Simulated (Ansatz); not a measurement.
**Hypothetical P4_2/mnm BAs: pressure series**

Base system: BAs (space group P4_2/mnm, No. 136; a = 5.8892 Å, c = 3.3894 Å; a hypothetical phase, not in the database extracts checked).

Cell and atoms are relaxed at each pressure.

Calculations: PBE, PAW, 420 eV (Ansatz, a first-principles code; without spin-orbit coupling).

For the base:

| Item | Result |
|---|---|
| Band gap | 0.80 eV |

Question: The aim is a band gap between 0.55 eV and 0.61 eV. Which of these changes reaches it?
(A) pressure −2 GPa
(B) pressure 10 GPa
(C) pressure 0.3 GPa

Answer: B, pressure 10 GPa. It gives 0.58 eV; pressure 0.3 GPa gives 0.80 eV; pressure −2 GPa gives 0.85 eV. Changes not listed may reach it too

Load acts through the strain it causes; cell and atoms are relaxed under it. Stability against distortions was not tested. No other phases were tried under pressure.
